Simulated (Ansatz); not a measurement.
Here is the system:

```xyz
2
Lattice="0.0000 2.9090 2.9090 3.0881 0.0000 2.9090 3.0881 2.9090 0.0000" Properties=species:S:1:pos:R:3 pbc="T T T"
P      4.6321     4.3636     4.3636
In     0.0000     0.0000     0.0000
```

No spin polarisation.

Calculations: plane-wave PAW DFT at the r2SCAN level (Ansatz, a quantum-chemistry and plane-wave program, 500 eV), spin-orbit coupling left out, earlier PAW set. Settings: 10×10×10 k-points, 0.05 eV Fermi–Dirac smearing.

Question: Estimate the band gap.

Answer: 0.82 eV.

Question: Estimate the gap character.

Answer: Direct at Γ.

Question: What is the computed electron mass?

Answer: 0.074 mₑ along x, 0.062 mₑ across (at Γ).

Question: What is the computed valence-band top at Γ (three highest levels, from the VBM)?

Answer: 0.00, 0.00, -0.32 eV.

Load acts through the strain it causes; cell and atoms are relaxed under it. Effective masses come from finite differences of ±0.01 Å⁻¹. Stability under load was not tested beyond the relaxation. The cell was made from InP in the zinc blende structure (space group F-43m, No. 216) by this change: uniaxial stress, 3 GPa tension along x.
